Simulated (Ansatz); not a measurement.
Start from VBiO₄ (space group I4_1/a, No. 88; a = 5.166 Å, c = 11.779 Å).

The values are results of PBE (Ansatz, a program for electronic structure), without spin-orbit coupling, not measurements.

Base values:

```
Item                   Result
-------------------  --------
Lattice parameter a  516.6 pm
```

One thing is altered: every O is replaced by S, then cell and atoms are relaxed.

Tabulated Pauling electronegativity and covalent radius: O 3.44, 0.66 Å; S 2.58, 1.05 Å.

### Question
What happens to the lattice parameter a?

### Answer
The lattice parameter a increases by 94.65 pm (516.6 pm → 611.3 pm).

Whether these cells are dynamically stable was not tested. As relaxed here, VBiS4 is a hypothetical phase, not in the database extracts checked. Seeded moments were not kept for O → S and the base. The final runs are not spin-polarised.
